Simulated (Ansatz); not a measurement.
System: WO₃ (Pm-3m, No. 221, 4 atoms in the cell; start mp-19390; a measured phase of this formula has another space group). Method: LDA in Ansatz (PAW).

Numerical settings: plane-wave cutoff 520 eV, 10×10×10 k mesh, Fermi–Dirac smearing 0.01 eV, no spin polarisation, scalar-relativistic PAW data made under PBE.

Cell (relaxed at this level):

WO$_{3}$ is modelled in the cubic space group Pm-3m (No. 221), the ReO3 type structure, Pearson symbol cP4. Conventional cell: a = b = c = 3.776 Å, α = β = γ = 90.00°. W on 1a sees 6 O at 1.888 Å (octahedral). O on 3d is surrounded by 2 W at 1.888 Å (linear). (Neighbours: up to the widest gap in distance over summed covalent radii, below 1.35, at either atom; cation-cation and far metal-metal contacts left out.)

Q: Predict the band gap and bulk modulus.

A: 
* **band gap**: 0.56 eV (on the SCF k mesh)
* **bulk modulus**: 261 GPa

Note: the relaxation could not lower the start's symmetry, so the cell can be a saddle point above a distorted one; the bulk modulus is −V dP/dV from two relaxed cells at ±2 % in volume.

Spin–orbit coupling is not included.

Computed values are for the static lattice.

Cost on a shared machine: about 11 core-seconds (a rough figure).

A start named mp-… is a Materials Project structure, which need not be a measured phase.

Ansatz is an electronic-structure program.
